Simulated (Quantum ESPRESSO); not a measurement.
```
CELL_PARAMETERS angstrom
      2.75195     0.00000     0.00000
      0.00000     4.64317     0.00000
      0.00000     0.00000     4.46342
ATOMIC_POSITIONS crystal
  Ti 0.50000 0.29982 0.28994
  Ti 0.50000 0.70018 0.78994
  Fe 0.00000 0.18703 0.78968
  Fe 0.00000 0.81297 0.28968
  H  0.50000 0.93246 0.44952
  H  0.50000 0.06754 0.94952
  H  0.00000 0.47856 0.55285
  H  0.00000 0.52144 0.05285
```

Level of theory: LDA (PZ), GBRV 1.5 ultrasoft (LDA) pseudopotentials (plane waves; Quantum ESPRESSO 7.5).

The set-up and first iterations of a Quantum ESPRESSO log for TiFeH₂ (Pmc2_1, 8 atoms in the cell):

```
     Message from routine setup:
     using ibrav=0 with symmetry is DISCOURAGED, use correct ibrav instead
     G-vector sticks info
     --------------------
     sticks:   dense  smooth     PW     G-vecs:    dense   smooth      PW
     Sum        1455     721    221                52043    18389    3077

     bravais-lattice index     =            0
     lattice parameter (alat)  =       5.2004  a.u.
     unit-cell volume          =     384.8749 (a.u.)^3
     number of atoms/cell      =            8
     number of atomic types    =            3
     number of electrons       =        60.00
     number of Kohn-Sham states=           36
     kinetic-energy cutoff     =      50.0000  Ry
     charge density cutoff     =     400.0000  Ry
     scf convergence threshold =      1.0E-09
     mixing beta               =       0.7000
     number of iterations used =            8  plain     mixing
     Exchange-correlation=  SLA  PZ   NOGX NOGC
   [... lines left out ...]

   Cartesian axes

     site n.     atom                  positions (alat units)
         1        Ti     tau(   1) = (   0.5000000   0.5058656   0.4702576  )
         2        Ti     tau(   2) = (   0.5000000   1.1813654   1.2812145  )
         3        Fe     tau(   3) = (   0.0000000   0.3155628   1.2807928  )
         4        Fe     tau(   4) = (   0.0000000   1.3716682   0.4698359  )
         5        H      tau(   5) = (   0.5000000   1.5732754   0.7290826  )
         6        H      tau(   6) = (   0.5000000   0.1139556   1.5400394  )
         7        H      tau(   7) = (   0.0000000   0.8074413   0.8966750  )
         8        H      tau(   8) = (   0.0000000   0.8797897   0.0857181  )

     number of k points=    45  Gaussian smearing, width (Ry)=  0.0073
                       cart. coord. in units 2pi/alat
        k(    1) = (   0.0000000   0.0000000   0.0000000), wk =   0.0100000
        k(    2) = (   0.0000000   0.0000000   0.1233111), wk =   0.0200000
        k(    3) = (   0.0000000   0.0000000   0.2466223), wk =   0.0200000
   [... 42 lines left out ...]

     Dense  grid:    52043 G-vectors     FFT dimensions: (  36,  60,  54)

     Smooth grid:    18389 G-vectors     FFT dimensions: (  24,  40,  40)

     Initial potential from superposition of free atoms

     starting charge      55.9999, renormalised to      60.0000

     negative rho (up, down):  1.620E-03 0.000E+00
     Self-consistent Calculation

     iteration #  1     ecut=    50.00 Ry     beta= 0.70

     negative rho (up, down):  1.910E-04 0.000E+00

     total energy              =    -722.96520352 Ry
     estimated scf accuracy    <      27.88526236 Ry

     iteration #  2     ecut=    50.00 Ry     beta= 0.70

     negative rho (up, down):  5.592E-04 0.000E+00

     total energy              =    -741.30946387 Ry
     estimated scf accuracy    <     126.02510196 Ry

     iteration #  3     ecut=    50.00 Ry     beta= 0.70

     negative rho (up, down):  8.231E-04 0.000E+00

     total energy              =    -745.28188749 Ry
     estimated scf accuracy    <      28.20147481 Ry
```

Problem. Will this run converge, and how will it end?

Solution. The run converged in 27 iterations. Convergence of the loop says nothing yet on basis, mesh or lower states. It ends on: free energy E − TS -10121.4854 eV; Fermi level (on the code's own zero) 16.38 eV; pressure -0.26 GPa; largest force (vector length) 0.114 eV/Å. The log goes on:

```
   [... 22 blocks of this kind left out ...]

     iteration # 26     ecut=    50.00 Ry     beta= 0.70

     negative rho (up, down):  9.765E-04 0.000E+00

     total energy              =    -743.91545503 Ry
     estimated scf accuracy    <          1.3E-09 Ry

     iteration # 27     ecut=    50.00 Ry     beta= 0.70

     negative rho (up, down):  9.765E-04 0.000E+00
     End of self-consistent calculation

     the Fermi energy is    16.3769 ev

!    total energy              =    -743.91545503 Ry
     estimated scf accuracy    <          5.2E-10 Ry
     smearing contrib. (-TS)   =      -0.00159962 Ry
     internal energy E=F+TS    =    -743.91385542 Ry

     convergence has been achieved in  27 iterations

     negative rho (up, down):  9.765E-04 0.000E+00

     Forces acting on atoms (cartesian axes, Ry/au):

     atom    1 type  1   force =     0.00000000   -0.00034304    0.00247419
     atom    2 type  1   force =     0.00000000    0.00034304    0.00247419
     atom    3 type  2   force =     0.00000000   -0.00086397   -0.00227057
     atom    4 type  2   force =     0.00000000    0.00086397   -0.00227057
     atom    5 type  3   force =     0.00000000   -0.00246354    0.00076968
     atom    6 type  3   force =     0.00000000    0.00246354    0.00076968
   [... lines left out ...]

     Total force =     0.008753     Total SCF correction =     0.000011

     negative rho (up, down):  9.765E-04 0.000E+00
          total   stress  (Ry/bohr**3)                   (kbar)     P=       -2.61
  -0.00001228   0.00000000   0.00000000           -1.81        0.00        0.00
   0.00000000  -0.00003293   0.00000000            0.00       -4.84        0.00
   0.00000000   0.00000000  -0.00000801            0.00        0.00       -1.18

   JOB DONE.
```

For comparison: a first run was changed to give this one (lattice scaled by 0.98), and from it to this one the free energy drops by 17.4 meV/atom, the pressure goes from -11.88 to -0.26 GPa and the largest force goes from 0.143 to 0.114 eV/Å.

The starting cell comes from a database of computed structures (which also holds hypothetical and non-ambient phases and stackings), without a prior relaxation at this level. Its lattice was rescaled by a random factor within 2.5 % of one. For this run, on top of that: lattice scaled by 0.98. Spin polarisation is off.

The run was DFT, LDA (PZ), plane waves, GBRV 1.5 ultrasoft (LDA) pseudopotentials. Main settings of its input:

ecutwfc: 50 Ry
ecutrho: 400 Ry
occupations: smearing
smearing: gauss
degauss: 0.0073499 Ry
potentials: {Ti: ti_lda_v1.4.uspp.F.UPF, Fe: fe_lda_v1.5.uspp.F.UPF, H: h_lda_v1.4.uspp.F.UPF}
K_POINTS: automatic 8 5 5 0 0 0
conv_thr: 1e-09 Ry
mixing_beta: 0.7
